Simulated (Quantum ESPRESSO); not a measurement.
A user runs Quantum ESPRESSO on Zr2N (P4_2/mnm, 6 atoms in the cell) and asks whether the run is sound. The aim is a self-consistent single point with DFT, PBEsol, plane waves, GBRV 1.5 ultrasoft (PBESOL) pseudopotentials.

Cell that was meant: a = 5.3069 Å, b = 5.3069 Å, c = 3.2430 Å, α = 90.00°, β = 90.00°, γ = 90.00°.

Part of the input:

```fortran
 ecutrho = 320
 occupations = 'smearing'
 smearing = 'mp'
 degauss = 0.1
/
&ELECTRONS
 conv_thr = 1.0d-9
```

Log, with long lists cut:

```
     Message from routine setup:
     using ibrav=0 with symmetry is DISCOURAGED, use correct ibrav instead
     G-vector sticks info
   [... lines left out ...]
        k(    2) = (   0.0000000   0.0000000   0.1818267), wk =   0.0123457
        k(    3) = (   0.0000000   0.0000000   0.3636534), wk =   0.0123457
   [... 47 lines left out ...]

     Dense  grid:    59667 G-vectors     FFT dimensions: (  60,  60,  36)

     Smooth grid:    21049 G-vectors     FFT dimensions: (  48,  48,  30)

     Initial potential from superposition of free atoms

     starting charge      57.9921, renormalised to      58.0000

     negative rho (up, down):  2.390E-01 0.000E+00
     Self-consistent Calculation

     iteration #  1     ecut=    40.00 Ry     beta= 0.40

---- Real-time Memory Report at c_bands before calling an iterative solver
           233 MiB given to the printing process from OS
           113 MiB allocation reported by mallinfo(arena+hblkhd)
------------------

     negative rho (up, down):  2.418E-01 0.000E+00

     total energy              =    -436.89008424 Ry
     estimated scf accuracy    <       1.29285081 Ry

     iteration #  2     ecut=    40.00 Ry     beta= 0.40

   [... lines left out ...]
           136 MiB allocation reported by mallinfo(arena+hblkhd)
------------------

     negative rho (up, down):  2.479E-01 0.000E+00

     total energy              =    -437.30753154 Ry
     estimated scf accuracy    <       0.00000007 Ry

     iteration # 10     ecut=    40.00 Ry     beta= 0.40

---- Real-time Memory Report at c_bands before calling an iterative solver
           321 MiB given to the printing process from OS
           137 MiB allocation reported by mallinfo(arena+hblkhd)
------------------

     negative rho (up, down):  2.479E-01 0.000E+00
     End of self-consistent calculation

     the Fermi energy is    16.0581 ev

!    total energy              =    -437.30753153 Ry
     estimated scf accuracy    <          5.2E-10 Ry
     smearing contrib. (-TS)   =       0.00549866 Ry
     internal energy E=F+TS    =    -437.31303019 Ry

     convergence has been achieved in  10 iterations

     negative rho (up, down):  2.479E-01 0.000E+00

     Forces acting on atoms (cartesian axes, Ry/au):

     atom    1 type  1   force =    -0.00590402   -0.00590402    0.00000000
     atom    2 type  1   force =     0.00590402    0.00590402   -0.00000000
     atom    3 type  1   force =     0.00590402   -0.00590402    0.00000000
     atom    4 type  1   force =    -0.00590402    0.00590402    0.00000000
   [... lines left out ...]
     Total force =     0.016699     Total SCF correction =     0.000029
   [... lines left out ...]

     negative rho (up, down):  2.479E-01 0.000E+00
          total   stress  (Ry/bohr**3)                   (kbar)     P=       59.70
   0.00040992   0.00000000   0.00000000           60.30        0.00        0.00
   0.00000000   0.00040992   0.00000000            0.00       60.30        0.00
   0.00000000   0.00000000   0.00039773            0.00        0.00       58.51

   JOB DONE.
```

Problem. Can these results be used? Check the input.

Solution. The run is not sound. The fault is an energy in the wrong unit. A bare number is read in the key's own unit, and eV, Ry (13.6 eV) and Ha (27.2 eV) lie far apart, so the setting ends up far from the one that was meant. To fix it, convert the value to the unit that the key expects. The run converged in 10 iterations without an error; against the sound input the free energy goes up by 16.0 meV/atom, the pressure goes from 6.50 to 5.97 GPa and the largest force goes from 0.101 to 0.215 eV/Å.

The sound input it was made from differs as follows (other fixes are possible):
```diff
- degauss = 0.1
+ degauss = 0.0073499
```

With that input, the run converged in 12 iterations: free energy E − TS -5949.9679 eV; Fermi level (on the code's own zero) 16.01 eV; pressure 6.50 GPa; largest force (vector length) 0.101 eV/Å (DFT, PBEsol, plane waves, GBRV 1.5 ultrasoft (PBESOL) pseudopotentials).

On the sound input: the starting cell comes from a database of computed structures (which also holds hypothetical and non-ambient phases and stackings), without a prior relaxation at this level. Its lattice was rescaled by a random factor within 2.5 % of one. With a pressure of about 6 GPa the cell is away from its equilibrium volume at this level.
